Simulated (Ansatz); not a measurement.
BN (P4₂/mnm, No. 136, 8 atoms in the cell; start mp-13151; a measured phase of this formula has another space group), treated with PBE0 in Ansatz (plane waves, PAW).

Settings: plane-wave cutoff 460 eV, 6×6×8 k mesh (along the axes of the cell as run), Fermi–Dirac smearing 0.01 eV, scalar-relativistic PAW data made under PBE.

Cell (relaxed with PBEsol):

```cif
data_B4N4
_chemical_formula_sum 'B4 N4'
_space_group_name_H-M_alt 'P42/mnm'
_space_group_IT_number 136
_space_group_name_Hall '-P 4n 2n'
_cell_length_a 4.39879
_cell_length_b 4.39879
_cell_length_c 2.53859
_cell_angle_alpha 90.000
_cell_angle_beta 90.000
_cell_angle_gamma 90.000
loop_
_atom_site_label
_atom_site_type_symbol
_atom_site_symmetry_multiplicity
_atom_site_Wyckoff_symbol
_atom_site_fract_x
_atom_site_fract_y
_atom_site_fract_z
_atom_site_occupancy
B1 B 4 f 0.32588 0.32588 0.00000 1
N1 N 4 g 0.18760 0.18760 0.50000 1
```

Problem. Estimate the band gap, smallest direct gap on the k points sampled and direct gap at Γ that the calculation returns.

Solution. 
- band gap: 6.87 eV (indirect)
- smallest direct gap on the k points sampled: 8.19 eV
- direct gap at Γ: 9.39 eV

Note: cell and atoms aren't relaxed at this level (pressure -3.1 GPa).

The computed numbers hold no vibrational or temperature effects.

A start named mp-… is a Materials Project structure, which need not be a measured phase.

Ansatz is a quantum-chemistry and plane-wave program.
